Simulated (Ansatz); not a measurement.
Antifluorite Mg₂C (high-pressure phase), treated with PBE (Ansatz, a quantum-chemistry and plane-wave program, plane waves, PAW).

Numerical settings: plane-wave cutoff 520 eV, 12×12×12 k mesh, scalar-relativistic PAW data made under PBE.

Computed at the level's own relaxed cell.

### Question
Predict the Voigt–Reuss–Hill bulk modulus, polycrystal shear modulus (Hill average), Young modulus and Poisson ratio.

### Answer

- Voigt–Reuss–Hill bulk modulus: 90.7 GPa
- polycrystal shear modulus (Hill average): 78.5 GPa
- Young modulus: 183 GPa
- Poisson ratio: 0.164

Elastic constants are with the ions relaxed.

The computed numbers hold no vibrational or temperature effects.

Cost on a shared machine: about 2.9 core-minutes (a rough figure).
